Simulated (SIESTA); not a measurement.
A working SIESTA input for LaCo2Ni3 (P6/mmm, 6 atoms in the cell) (DFT, GGA PBEsol, numerical atomic orbitals TZP, PseudoDojo PBEsol standard norm-conserving potentials (rewritten from UPF to PSML)):

```
# files in the folder: La.psml Co.psml Ni.psml (PseudoDojo PBEsol standard)
SystemName  LaCo2Ni3
SystemLabel siesta

NumberOfAtoms                6
NumberOfSpecies              3
%block ChemicalSpeciesLabel
  1 57 La
  2 27 Co
  3 28 Ni
%endblock ChemicalSpeciesLabel
LatticeConstant              1.0 Ang
%block LatticeVectors
     4.950070000    0.000000000    0.000000000
    -2.475035000    4.286886000    0.000000000
     0.000000000    0.000000000    4.007840000
%endblock LatticeVectors
AtomicCoordinatesFormat      Bohr
%block AtomicCoordinatesAndAtomicSpecies
     0.000000000    0.000000000    0.000000000  1
    -0.000004677    5.400696345    0.000000000  2
     4.677142976    2.700344122    0.000000000  2
     4.677138299    0.000000000    3.786859976  3
     2.338569149    4.050520234    3.786859976  3
    -2.338569149    4.050520234    3.786859976  3
%endblock AtomicCoordinatesAndAtomicSpecies

XC.functional                GGA
XC.authors                   PBEsol
PAO.BasisSize                TZP
PAO.EnergyShift              0.01 Ry
MeshCutoff                   400 Ry
%block kgrid.MonkhorstPack
    4   0   0  0.0
    0   4   0  0.0
    0   0   5  0.0
%endblock kgrid.MonkhorstPack
OccupationFunction           FD
ElectronicTemperature        0.1 eV
Spin                         polarized
%block DM.InitSpin
  1 +0.00
  2 +3.00
  3 +3.00
  4 +2.00
  5 +2.00
  6 +2.00
%endblock DM.InitSpin

MaxSCFIterations             150
SCF.Mixer.Method             Broyden
SCF.Mixer.Weight             0.1
SCF.Mixer.History            8
SCF.DM.Tolerance             1.0E-05
Diag.ParallelOverK           true
WriteForces                  true
Charge.Mulliken              end
```

The run converged in 29 iterations: free energy E − TS -22952.5283 eV; Fermi level (on the code's own zero) -4.76 eV; pressure -5.67 GPa; size of the cell's spin moment 3.95 μB; site moments (μB, in the program's spheres or projections) La -0.28, Co 1.50, Co 1.50, Ni 0.41, Ni 0.41, Ni 0.41. Each of these slips is then made, one at a time:

(1)
```diff
-MeshCutoff                   400 Ry
+MeshCutoff                   30 Ry
```

(2)
```diff
-MeshCutoff                   400 Ry
+MeshCutoff                   400
```

Question: Predict the outcome of each change.

Answer: 
(1) A basis or grid far too coarse for these potentials. The run ended unconverged after 150 iterations.

(2) An energy without its unit. The program stopped before any SCF iteration.

The starting cell comes from a database of computed structures (which also holds hypothetical and non-ambient phases and stackings), without a prior relaxation at this level. The magnetic order is the one reached from the typed start; others were not searched systematically. Values carry the incompleteness of an atom-centred basis. In the base run, with a pressure of about -6 GPa the cell is away from its equilibrium volume at this level.

Left out of this page: 3 runs of the series outside the window shown, repeating another row's setting, or not comparable.
